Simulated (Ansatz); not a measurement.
Worked calculations on one periodic cell of amorphous hafnium silicate (Si24O50Hf): Si24O50Hf, 75 atoms, volume 1103.1 Å³, made by a melt-quench on the CHGNet potential and relaxed with DFT. O atoms were pushed apart under 1.9 Å during the dynamics, to hinder bonds among them. It is a model cell: composition and starting density were chosen by hand, and all elements were melted together. Cycles of charging were run to anneal it. Method: PBE, scalar-relativistic without spin-orbit coupling (plane waves to 420 eV, PAW; Ansatz, a quantum-chemistry and plane-wave program). Sampling: a 2×2×2 Γ-centred mesh; Fermi-Dirac width 0.02 eV; no spin polarisation. Its volume was relaxed, its shape was held as a cube, and it stands at a mean pressure of 0.0 GPa with stress components up to 2.0 GPa; the relaxation ran on the zone centre alone. Its density went from a set 2.44 to 2.49 g/cm³. The cell is small and was quenched far faster than a real film, so it is one sample of the glass.

### Question
Count formal charges (Si +4, O -2, Hf +4). What does the count lead one to expect at the Fermi level, and what does the calculation give?

### Answer
24 × (+4) + 50 × (-2) + 1 × (+4) = 0. The charges balance, so the anion-derived valence states can be full and a gap can open. On this mesh the highest filled and lowest empty level lie 4.98 eV apart, the PBE gap of this cell, with a localised state at one edge or both.

Four energies for an added electron at PBE on the zone centre alone (charged cells in a uniform background, spin-polarised): neutral at the neutral geometry -59430.168 eV; charged at the neutral geometry -59423.651 eV; charged and relaxed -59424.143 eV; neutral at the charged geometry -59428.198 eV.

### Question
Find the two relaxation energies and their sum, the reorganisation energy.

### Answer
On charging: -59423.651 − (-59424.143) = 0.492 eV. On discharging: -59428.198 − (-59430.168) = 1.970 eV. The sum is 2.462 eV. The carrier's level spreads over 4 of the 75 atoms' worth, so it counts as localised, most on one Si atom with neighbours O 1.62 Å, O 1.66 Å, O 1.67 Å, O 1.69 Å (neutral geometry). The values are uncorrected: the image energy of a point charge in this cell, 2.84 × 14.40 / (2 × 10.3) = 2.0 eV before screening, is screened by electrons alone at the fixed geometry and by ions too after relaxing, and the carrier can be spread before it relaxes, so each term can be off by up to that value times 1/ε∞, some tenths of an eV. PBE's self-interaction favours spread-out carriers, so a hybrid can localise more.
